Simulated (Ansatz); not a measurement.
For SnClF (Pnma, No. 62), LDA (PAW; Ansatz, a quantum-chemistry and plane-wave program) gives:

- bulk modulus B0 = 23.7 GPa
- cohesive energy = 4.30 eV/atom
- band gap at the measured cell = 3.14 eV

Task: What does r²SCAN (plane waves, PAW; Ansatz) give for the same quantities?

Result: 
- bulk modulus: 13.0 GPa (decreases by 45 %)
- cohesive energy: 3.61 eV/atom (decreases by 0.69 eV/atom)
- band gap at the measured cell: 3.69 eV (goes up by 0.55 eV)

Changes are worked out from the printed values.

Unless a cell is named, each level is at its own relaxed cell (LDA 20.26, r²SCAN 23.36 Å³/atom).

Levels without +SOC leave out spin–orbit coupling, which shifts energies and cells of such heavy elements.

Spin–orbit coupling is included only where a level's name says +SOC; with heavier elements it mostly lowers gaps and can invert bands. Density-functional gaps are differences of (generalised) Kohn–Sham levels.

Caveats: the bulk modulus is −V dP/dV from two relaxed cells at ±2 % in volume (LDA, r²SCAN); the cell comes from a level without a dispersion term, which matters for the spacing of layers, chains or molecules (LDA, r²SCAN). Ansatz's density-functional and Hartree–Fock values are scalar-relativistic unless marked +SOC, with PAW data made under PBE.
